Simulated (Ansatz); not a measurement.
Adsorption energy and surface dipole of H on the (100) surface of germanium (p(2x2) alternately buckled dimers; a constructed slab, bottom: dihydride, held), one in a cell of 66 Å², started at the site 'top Ge', worked from the runs' numbers; total energies count from the potentials' own zero.

Computed with PBE (plane waves to 420 eV, PAW; Ansatz, a program for electronic structure).

Slab: 41 atoms, 11.3 Å thick at the start with caps and adatoms under the adsorbate (thin: gaps and levels are the slab's own); k 3x3x1, smearing 0.01 eV, dipole-corrected; 24 atoms held, the rest relaxed; start symmetry kept, larger cells not searched; spin-polarised, no spin-orbit, no U, no dispersion correction. The slab shows no gap over 0.04 eV on its mesh. The starting moment vanished. At the end it is bonded to Ge. In PBE this state lies 0.03 eV over the lowest of the starts that converged ('top Ge #2').

```tsv
quantity	value
slab with the adsorbate	-137576.392 eV
clean slab, same cell and mesh	-137560.350 eV
reference, ½ H2(g)	-15.872 eV
area of the cell	66.36 Å²
change of the step from the bottom to the top vacuum level	-0.040 eV
```

**Question.** What is the adsorption energy against this reference?

**Answer.** E(slab + adsorbate) − E(slab) − E(reference) = -0.17 eV, so in this state the adsorbate is more stable than in the reference, at a coverage of 1.51 a nm².
